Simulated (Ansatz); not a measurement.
The starting structures come from a database of crystals and need not be the phases stable at ambient conditions.

The decay constant κ of evanescent states in the gap governs leakage through a thin film.

Input:

```yaml
crystal:
  lattice:
    - [3.44382, 0.00000, 0.00000]
    - [-1.72191, 2.98244, 0.00000]
    - [1.72191, -0.99415, 2.72751]
  atoms:
    - { symbol: Be, position: [0.00000, 0.00000, 0.00000] }
    - { symbol: S, position: [0.75000, 0.25000, 0.75000] }
```

The cell is strained (lengths along the current scaled by 0.97, ions clamped); by r2SCAN it stands under a pressure of 3.2 GPa.

Transport runs along the normal of the first two printed cell vectors, the (111) (indices of the unstrained crystal) plane of the conventional cell.

The gap is the functional's own, uncorrected, and κ follows it; spin-orbit coupling is left out. Mid-gap means the computed energy nearest the middle.

Question: Give the band gap and the smallest decay constant κ at mid-gap that Ansatz (an electronic-structure program) with r2SCAN yields.

Answer: Gap 3.43 eV on a 12×12×12 mesh; κ = 0.274 1/Å, at the zone centre.
